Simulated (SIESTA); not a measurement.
A self-consistent single point of Na3BrO (P4mm, 5 atoms in the cell) with SIESTA.

Method: GGA PBEsol, numerical atomic orbitals DZP, PseudoDojo PBEsol standard norm-conserving potentials (rewritten from UPF to PSML) (SIESTA).

```
Na3BrO
1.0
    4.51046     0.00000     0.00000
    0.00000     4.51046     0.00000
    0.00000     0.00000     4.51046
Na Br O
3 1 1
Direct
  0.01108   0.50000   0.50000
  0.50000   0.00000   0.50000
  0.50000   0.50000   0.00000
  0.00000   0.00000   0.00000
  0.50000   0.50000   0.50000
```

Reference input (self-consistent single point, DFT, GGA PBEsol, numerical atomic orbitals DZP, PseudoDojo PBEsol standard norm-conserving potentials (rewritten from UPF to PSML)): XC.functional = GGA; XC.authors = PBEsol; potentials = PseudoDojo PBEsol standard; PAO.BasisSize = DZP; PAO.EnergyShift = 0.005 Ry; MeshCutoff = 400 Ry; kgrid.MonkhorstPack = 3 3 3; OccupationFunction = FD; ElectronicTemperature = 20 meV; MaxSCFIterations = 150; SCF.Mixer.Method = Pulay; SCF.Mixer.Weight = 0.2. This run's input differs from it in these lines:

```diff
@@ -43,3 +43,6 @@
 SCF.Mixer.History            8
-SCF.DM.Tolerance             1.0E-04
+SCF.DM.Converge              false
+SCF.H.Converge               false
+SCF.FreeE.Converge           true
+SCF.FreeE.Tolerance          1.0E-01 eV
 Diag.ParallelOverK           true
```

The program printed (abridged):

```
        iscf     Eharris(eV)        E_KS(eV)     FreeEng(eV)     dDmax    Ef(eV) dHmax(eV)
   scf:    1    -4577.738239    -4597.741478    -4597.741478  0.780789 -6.130819 18.981497
   scf:    2    -4607.368500    -4603.411500    -4603.411500  0.293047 -6.490758  7.560931
   scf:    3    -4604.043548    -4604.458173    -4604.458173  0.167154 -5.338111  2.115297
   scf:    4    -4600.001433    -4603.128594    -4603.128594  0.210899 -7.144984  8.372545
   scf:    5    -4605.248617    -4604.528011    -4604.528011  0.106964 -5.752303  1.759334
   scf:    6    -4604.622364    -4604.584984    -4604.584984  0.021382 -5.764128  0.662739
SCF Convergence by FreeE criterion
|FreeE_i-FreeE_(i-1)| (eV) <     0.10000000
max |DM_out - DM_in|         :     0.0213815389
max |H_out - H_in|      (eV) :     0.6627391770
SCF cycle converged after 6 iterations

Using DM_out to compute the final energy and forces

siesta: E_KS(eV) =            -4604.5850

siesta: E_KS - E_eggbox =     -4604.5850

siesta: Atomic forces (eV/Ang):
     1   -0.303955   -0.000000   -0.000000
     2    0.055024   -0.000000    0.000000
     3    0.055024   -0.000000   -0.000000
     4    0.012623    0.000000   -0.000000
     5    0.196091   -0.000000    0.000000
   Tot    0.014807   -0.000000   -0.000000
   Max    0.303955
   Res    0.095588    sqrt( Sum f_i^2 / 3N )
   Max    0.303955    constrained

   [... lines left out ...]
siesta: FreeEng =     -4604.584984
   [... lines left out ...]
siesta:     0.000630   -0.000000   -0.000000
siesta:    -0.000000    0.001439   -0.000000
siesta:    -0.000000   -0.000000    0.001439

siesta: Cell volume =         91.762167 Ang**3

siesta: Pressure (static):
siesta:                Solid            Molecule  Units
siesta:          -0.00001274         -0.00003865  Ry/Bohr**3
siesta:          -0.00116939         -0.00354885  eV/Ang**3
siesta:          -1.87357048         -5.68588613  kBar
```

The run converged in 6 iterations. Against the reference run the free energy goes up by 1.9 meV/atom, the pressure goes from 0.22 to -0.19 GPa, the largest force goes from 0.319 to 0.304 eV/Å and the gap on the mesh goes from 2.114 to 2.217 eV.

The starting cell comes from a database of computed structures (which also holds hypothetical and non-ambient phases and stackings), without a prior relaxation at this level. Its lattice was rescaled by up to half a per cent. One atom was moved a little off its site on purpose. Values carry the incompleteness of an atom-centred basis.

Cost on one core of a shared machine: roughly 60 s.
